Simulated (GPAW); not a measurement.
**Pressure against volume in hcp Hf (space group 194) (GPAW, PBEsol)**

```
CELL_PARAMETERS angstrom
      3.09738     0.00000     0.00000
     -1.54869     2.68241     0.00000
      0.00000     0.00000     4.90337
ATOMIC_POSITIONS crystal
  Hf 0.66667 0.33333 0.75000
  Hf 0.33333 0.66667 0.25000
```

Level of theory: PBEsol, GPAW PAW datasets PBEsol (made by gpaw-setup) (plane waves; GPAW). Settings: mode = pw; ecut = 585 eV; xc = PBEsol; kpts = 21 21 12; mesh shift (steps) = 0 0 0; occupations.name = fermi-dirac; occupations.width = 0.05 eV; nbands = -10; convergence.forces = 0.001 eV/Å; symmetry.symmorphic = false; symmetry.tolerance = 0.0005; maxiter = 100. The cell above is the first row's. The rows scale it uniformly. In all rows fractional positions and the k mesh are held.

| V (Å^3/atom) | P (GPa) |
|---|---|
| 20.370 | ? |
| 20.812 | 5.14 |
| 21.255 | 2.45 |
| 21.698 | 0.00 |
| 22.141 | -2.25 |
| 22.584 | -4.30 |
| 23.027 | -6.18 |
| 23.469 | -7.89 |
| 23.912 | -9.45 |

Taking a cubic for P over the 8 complete rows: With u = V - 22.4, the rows have u = -1.5880, -1.1450, -0.7020, -0.2590, 0.1840, 0.6270, 1.0690, 1.5120. Least squares gives P = -3.473 - 4.5988·u + 0.4714·u² - 0.02978·u³. Residuals (row less fit): 0.002, -0.005, 0.002, 0.000, 0.003, -0.002, -0.003, 0.002; standard error 0.004 (degrees of freedom: 4). The fitted pressure is zero at V0 = 21.70, where dP/dV = -5.305, so B0 = -V0·dP/dV = 115 GPa.

Problem. What does the fit predict for P at V = 20.370, and how far is the calculated value from it?

Solution. u = -2.0300, so P = -3.473 - 4.5988 × (-2.0300) + 0.4714 × (-2.0300)² - 0.02978 × (-2.0300)³ = 8.054 GPa. The calculation gives 8.09 GPa, 0.036 GPa above the prediction (0.2 % of the range of P in the table). The row lies outside the fitted rows, so this is an extrapolation. From the scatter of the fitted rows alone, a prediction at this place has a standard error of 0.011 GPa, so the miss is 3.4 times that.

Carrying the step between the two nearest rows on in a straight line would have given 7.82, off by 0.27; series whose last step already gives the withheld value aren't shown. The scan was laid around a cell of about the measured size, scaled by a guess for this functional; axis ratios and inner coordinates come from that cell. The runs keep the symmetry of the cell, so they don't test it for distortions. Spin-orbit coupling is off. The shape of the cell and the inner coordinates aren't relaxed, so V0 and B0 belong to this uniform scaling; a relaxed crystal lies no higher in energy and is usually softer. Cutoffs and mesh are single choices, not tested for convergence of this quantity. Series with a scatter that would blur these digits, or in which a gap closes, are not shown.

Terms beyond the fitted order, or numerical noise in single rows, can give a miss of this size; the table doesn't tell which.
